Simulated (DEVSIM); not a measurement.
System: illuminated Si p-on-n cell, one wavelength, with a back-surface field, at 350 K.

Layer 1 from the left is Si, thickness (μm) 0.110, Na (cm⁻³) 2.3e18, τn (s) 2.9e-7, τp (s) 1.8e-6, absorption coefficient (cm⁻¹) 15000. Layer 2 from the left is Si, thickness (μm) 57.0, Nd (cm⁻³) 3.4e15, τn (s) 4.5e-6, τp (s) 4.5e-6, absorption coefficient (cm⁻¹) 15000. Layer 3 from the left is Si, thickness (μm) 0.670, Nd (cm⁻³) 9.8e18, τn (s) 4.5e-6, τp (s) 4.5e-6, absorption coefficient (cm⁻¹) 15000.

Left contact: ohmic, minority electron recombination velocity 900 cm/s. Right contact: ohmic, minority hole recombination velocity 3000 cm/s. Voltage is applied to the left contact. Recombination: SRH at mid-gap, radiative, Auger. Light enters at the left, 1.6e15 photons cm⁻² s⁻¹, one pass, no reflection. Mobility is constant in doping.

The device is made up for the run: typed textbook-type constants, with dimensions and the other settings drawn at random. Values at 300 K; Nc and Nv go as T^1.5, mobilities as T to minus their exponent, the gap by Varshni's rule with the affinity fixed.

Si: gap (eV) 1.124, affinity (eV) 4.05, permittivity 11.7, Nc (cm⁻³) 2.86e19, Nv (cm⁻³) 3.1e19, μn (cm²/Vs) 1417, μp (cm²/Vs) 470, T exponent of μn 2.3, T exponent of μp 2.2, B (cm³/s) 4.7e-15, Cn (cm⁶/s) 2.8e-31, Cp (cm⁶/s) 9.9e-32, Varshni α (eV/K) 0.000473, Varshni β (K) 636.

DEVSIM, 1D drift-diffusion, Boltzmann statistics, complete ionisation; no tunnelling, impact ionisation, image-force lowering or self-heating.

**Question.** What does the simulation give for the fill factor, the dark forward voltage at 1 A/cm²?

**Answer.** fill factor 0.69; dark forward voltage at 1 A/cm² 0.619 V.
